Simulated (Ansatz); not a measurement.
The reference is Tl2S in the anti-fluorite structure (space group Fm-3m, No. 225; a = 7.375 Å; a hypothetical phase, not in the database extracts checked). Axes: x, y, z lie along the cube axes.

(Cell as relaxed with PBE.)

Levels (all Ansatz, a program for electronic structure, PAW): PBE (420 eV, no SOC); PBEsol (420 eV, no SOC).

Each level relaxes its own structure.

```json
[
 {"base": "volume per atom", "PBE": "33.43 Å³", "PBEsol": "30.46 Å³"},
 {"base": "lattice parameter a", "PBE": "7.375 Å", "PBEsol": "7.150 Å"}
]
```

Now apply this change: the cell is stretched by 5.47 % along y with no lateral relaxation, atoms relaxed at fixed cell.

| quantity | PBE | PBEsol |
|---|---|---|
| pressure (mean of the normal stresses, compression positive) | -1.1 GPa | … |
| energy relative to the base (free energy F) | +9.7 meV/atom | … |
| shortest interatomic distance | 3.253 Å | … |

Q: Predict the PBEsol column.

A: 
- pressure (mean of the normal stresses, compression positive), PBEsol: -1.4 GPa
- energy relative to the base (free energy F), PBEsol: +9.5 meV/atom
- shortest interatomic distance, PBEsol: 3.154 Å

PBE's pressure lies 0.3 GPa above PBEsol's; PBE's shortest interatomic distance lies 0.099 Å above PBEsol's (3.1 %). Neither level is exact; PBEsol is the comparison here, not a measurement.

A case with no gap was solved on a k-mesh chosen for an insulator, which is coarse for it. The cells carry an imposed strain or load. Stability against distortions was not tested. The final runs are not spin-polarised.
